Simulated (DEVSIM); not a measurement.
Structure: Si n+/n-/n+ resistor, at 350 K.

| layer (left to right) | material | thickness (μm) | Nd (cm⁻³) | τn (s) | τp (s) |
|---|---|---|---|---|---|
| 1 | Si | 0.250 | 9.3e18 | 7.6e-6 | 7.6e-6 |
| 2 | Si | 3.40 | 1.9e13 | 7.6e-6 | 7.6e-6 |
| 3 | Si | 0.530 | 3.9e17 | 7.6e-6 | 7.6e-6 |

Left contact: ohmic. Right contact: ohmic. Voltage is applied to the left contact. Recombination: SRH at mid-gap, radiative. Mobility is μmin + (μ − μmin)/(1 + (N/Nref)^α).

This is a model device: material constants are rounded textbook-type values typed into the input, and sizes, dopings and lifetimes were drawn at random. Values at 300 K; Nc and Nv go as T^1.5, mobilities as T to minus their exponent, the gap by Varshni's rule with the affinity fixed.

| parameter | Si |
|---|---|
| gap (eV) | 1.124 |
| affinity (eV) | 4.05 |
| permittivity | 11.7 |
| Nc (cm⁻³) | 2.86e19 |
| Nv (cm⁻³) | 3.1e19 |
| μn (cm²/Vs) | 1417 |
| μp (cm²/Vs) | 470 |
| μn,min | 52 |
| μp,min | 45 |
| Nref,n | 9.7e16 |
| Nref,p | 2.2e17 |
| αn | 0.68 |
| αp | 0.72 |
| T exponent of μn | 2.3 |
| T exponent of μp | 2.2 |
| B (cm³/s) | 4.7e-15 |
| Varshni α (eV/K) | 0.000473 |
| Varshni β (K) | 636 |

DEVSIM, 1D drift-diffusion, Boltzmann statistics, complete ionisation; no tunnelling, impact ionisation, image-force lowering or self-heating.

Problem. Tabulate band edges, carrier densities and field at zero bias.

Solution. Energies count from the Fermi level of the right contact; mesh points crowd at the junctions.

```tsv
x (μm)	Ec (eV)	Ev (eV)	n (cm⁻³)	p (cm⁻³)	field (V/cm)
0.000	0.041	-1.070	9.3e18	15000	≈ 0
0.02594	0.041	-1.070	9.3e18	15000	≈ 0
0.07777	0.041	-1.070	9.3e18	15000	≈ 0
0.1568	0.041	-1.070	9.3e18	15000	≈ 0
0.2275	0.041	-1.070	9.3e18	15000	≈ 0
0.2510	0.087	-1.024	2.0e18	71000	140000
0.2801	0.209	-0.901	3.5e16	4100000	18000
0.3807	0.292	-0.818	2.2e15	6.5e7	4400
0.5586	0.342	-0.769	4.4e14	3.3e8	1800
0.9701	0.385	-0.726	1.0e14	1.4e9	630
1.825	0.409	-0.701	4.6e13	3.1e9	54
3.018	0.380	-0.731	1.2e14	1.2e9	-730
3.369	0.339	-0.772	4.8e14	3.0e8	-1900
3.532	0.292	-0.818	2.2e15	6.4e7	-4400
3.624	0.223	-0.888	2.2e16	6400000	-14000
3.651	0.162	-0.949	1.7e17	850000	-31000
3.681	0.137	-0.974	3.8e17	370000	-580
3.740	0.137	-0.974	3.9e17	370000	≈ 0
3.926	0.137	-0.974	3.9e17	370000	≈ 0
4.067	0.137	-0.974	3.9e17	370000	≈ 0
4.138	0.137	-0.974	3.9e17	370000	≈ 0
4.180	0.137	-0.974	3.9e17	370000	≈ 0
```
